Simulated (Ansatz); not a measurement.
**Cs: Cs → Li**

Take Cs in the bcc (W type) structure (space group Im-3m, No. 229; a = 6.275 Å) as the base.

Modification: full substitution Cs → Li; the structure is relaxed again.

Level of theory: Kohn–Sham DFT with the r2SCAN functional, run in Ansatz (a program for electronic structure) with PAW and 500 eV plane waves, scalar-relativistic without spin-orbit coupling, earlier PAW set. Γ-centred 19×19×19 mesh, Fermi–Dirac width 0.05 eV, for the changed cell.

| quantity | base | changed | shift |
|---|---|---|---|
| volume per atom | 123.52 Å³ | 21.00 Å³ | -102.513 Å³ |
| density | 1.79 g/cm³ | 0.55 g/cm³ | -1.24 g/cm³ |
| lattice parameter a | 6.275 Å | 3.476 Å | -2.7983 Å |
| space group | Im-3m (No. 229) | Im-3m (No. 229) | – |
| band gap | zero | zero | – |

Final structure:

```
CELL_PARAMETERS angstrom
     -1.73814     1.73814     1.73814
      1.73814    -1.73814     1.73814
      1.73814     1.73814    -1.73814
ATOMIC_POSITIONS crystal
  Li 0.00000 0.00000 0.00000
```

Stability against distortions was not tested. All final runs are without spin polarisation.
